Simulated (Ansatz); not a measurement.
Base system: KI in the rock salt structure (space group Fm-3m, No. 225; a = 7.182 Å).

Level of theory: PBE, PAW, 420 eV (Ansatz, an electronic-structure program; no SOC).

One change was made to it. Results:

| quantity | base | after |
|---|---|---|
| lattice parameter a | 13.573 bohr | 12.465 bohr |
| width of the top valence band | 0.54 eV | 0.89 eV |
| electron mass | 0.34 mₑ (at Γ) | 1.2 mₑ along k, 0.37 mₑ across (at X) |

Task: Name the change that was made.
A) pressure 0.7 GPa
B) pressure 10 GPa
C) pressure 1.5 GPa
D) pressure 5 GPa
E) pressure 0.3 GPa

Result: D, pressure 5 GPa. For comparison, the electron mass in the other runs: pressure 1.5 GPa gives 0.32 mₑ (at Γ); pressure 10 GPa gives 1.2 mₑ along k, 0.33 mₑ across (at X); pressure 0.7 GPa gives 0.33 mₑ (at Γ); pressure 0.3 GPa gives 0.33 mₑ (at Γ).

Spin-orbit coupling, missing from the scalar runs, can matter with I. The levels and masses belong to the bands next to the band gap. Load acts through the strain it causes; cell and atoms are relaxed under it. Effective masses come from finite differences of ±0.01 Å⁻¹. Along k means along the line from Γ to the band edge. Stability against distortions was not tested. No other phases were tried under pressure.
